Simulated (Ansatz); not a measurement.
Input and output of a self-consistent single point for BaTe (Fm-3m, 2 atoms in the cell) (Ansatz, a quantum-chemistry and plane-wave program).

Method: PBE (plane waves, PAW; Ansatz).

```yaml
crystal:
  lattice:
    - [0.00000, 3.46658, 3.46658]
    - [3.46658, 0.00000, 3.46658]
    - [3.46658, 3.46658, 0.00000]
  atoms:
    - { symbol: Ba, position: [0.00000, 0.00000, 0.00000] }
    - { symbol: Te, position: [0.50000, 0.50000, 0.50000] }
```

Reference input (self-consistent single point, DFT, PBE, plane waves, default PAW files): basis.ecutwfc = 420 eV; kpoints.mp_grid.grid = 6 6 6; hamiltonian.xc = pbe; hamiltonian.pseudopotentials = {kind: paw} (the program's default PAW files); scf.occupations.method = fermi_dirac; scf.occupations.width = 0.05 eV. This run's input differs from it in these lines:

Ansatz 0.2 input:
```diff
@@ -13,3 +13,3 @@
   mp_grid:
-    grid: [6, 6, 6]
+    grid: [5, 5, 5]
 hamiltonian:
```

Log, with long lists cut:

```
SCF iter   1: F=—  HF=-12933.110590 eV  |F-HF|=—  |Δ(HF+E_count)|=         —  Δρ=6.87e-4  dr2=1.03e-3  ethr=1.77e-3  ⟨swp⟩=8.9  Hψ=1095  notcnv=0
all-band conjugate gradients solve this SCF's bands
preconditioner: auto → none
SCF iter   2: F=—  HF=-12933.109887 eV  |F-HF|=—  |Δ(HF+E_count)|=   7.03e-4  Δρ=1.94e-4  dr2=2.83e-5  ethr=3.97e-6  ⟨swp⟩=2.1  Hψ=395  notcnv=0
SCF iter   3: F=—  HF=-12933.109932 eV  |F-HF|=—  |Δ(HF+E_count)|=   4.58e-5  Δρ=7.87e-5  dr2=2.71e-6  ethr=1.09e-7  ⟨swp⟩=2.1  Hψ=261  notcnv=0
SCF iter   4: F=—  HF=-12933.109944 eV  |F-HF|=—  |Δ(HF+E_count)|=   1.13e-5  Δρ=1.50e-5  dr2=2.31e-7  ethr=1.04e-8  ⟨swp⟩=2.1  Hψ=299  notcnv=0
iter 5 did not close the SCF: its close was put off for the readings that it lacked (scf_convergence_deferred on its scf_iter line)
SCF iter   5: F=-12933.109944 eV  HF=-12933.109944 eV  |F-HF|=4.63e-9  |Δ(HF+E_count)|=   2.16e-7  Δρ=4.06e-6  dr2=1.93e-8  ethr=8.87e-10  ⟨swp⟩=2.0  Hψ=300  notcnv=0
SCF iter   6: F=-12933.109944 eV  HF=-12933.109944 eV  |F-HF|=6.22e-10  |Δ(HF+E_count)|=   1.51e-8  Δρ=5.42e-7  dr2=1.78e-10  ethr=7.41e-11  ⟨swp⟩=3.1  Hψ=763  notcnv=0
SCF 1 converged in 6 iterations: F = -12933.109944 eV  dr2 = 1.78e-10
Free energy (F): -12933.109944 eV
Internal energy: -12933.109944 eV  (E = F + TS)
E sigma→0 (E₀):  -12933.109944 eV
Fermi energy:    7.493986 eV
--- Forces (eV/Å), atoms counted from 1 ---
  atom   1  Ba    -0.00000000     0.00000000    -0.00000000
  atom   2  Te     0.00000000     0.00000000     0.00000000
--- Stress (GPa, compression-positive) ---
        1.837998      -0.000000       0.000000
       -0.000000       1.837998       0.000000
       -0.000000       0.000000       1.837998
  P = ⅓ Tr σ = 1.8380 GPa (18.380 kbar)
  The stress holds the Pulay correction. Without it, at fixed plane waves, as pw.x and ABINIT print it: P = 1.8286 GPa
```

The run converged in 6 iterations. Against the reference run the free energy is nearly the same (within 1 meV/atom), the pressure hardly changes (1.83 to 1.84 GPa) and the gap on the mesh goes from 1.541 to 1.635 eV.

The starting cell comes from a database of computed structures (which also holds hypothetical and non-ambient phases and stackings), without a prior relaxation at this level. Its lattice was rescaled by a random factor within 2.5 % of one. Spin-orbit coupling is off. Ansatz's pressure includes its estimate of the finite-basis (Pulay) stress. Another mesh or the band path of this cell gives a smaller gap, so this value is not converged in the mesh.
